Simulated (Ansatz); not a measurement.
Take BP in the zinc blende structure (space group F-43m, No. 216) as the base.

```xyz
2
Lattice="0.0000 2.2683 2.2683 2.2683 0.0000 2.2683 2.2683 2.2683 0.0000" Properties=species:S:1:pos:R:3 pbc="T T T"
B      0.0000     0.0000     0.0000
P      1.1341     1.1341     1.1341
```

Cartesian axes are those of the cell as printed.

All numbers come from r2SCAN (Ansatz, a first-principles code), no spin-orbit coupling.

For the base:

| Item | Result |
|---|---|
| Band gap | 1.41 eV |
| Pressure | 0.00 GPa |

The change: the cell is compressed by 1.50 % along z with no lateral relaxation, atoms relaxed at fixed cell.

Problem. Predict the new band gap and pressure.

Solution. The band gap decreases by 0.26 eV to 1.15 eV; the pressure (mean of the normal stresses, compression positive) goes from zero to 2.63 GPa.

The cells carry an imposed strain or load. No phonon test of stability was made.
